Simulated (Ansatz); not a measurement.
**Equilibrium lattice constant a of SnGe (model structure, started from the NiAs type, P6₃/mmc, No. 194, 4 atoms in the cell) at several levels of theory**

No measured value is used here.

```json
[
 {"level (code)": "PBE (Ansatz)", "value (Å)": "?"},
 {"level (code)": "PBEsol (Ansatz)", "value (Å)": "3.887"},
 {"level (code)": "PBE-D3(BJ) (Ansatz)", "value (Å)": "3.897"}
]
```

### Question
Complete the blanks.

### Answer

- PBE (Ansatz, a first-principles code), value (Å): 3.970

Ansatz's density-functional and Hartree–Fock values are scalar-relativistic unless marked +SOC, with PAW data made under PBE.

A model structure was made by putting elements into a prototype or built by hand; it is no filed structure, need not be a known phase, and can be a saddle point held by its symmetry.
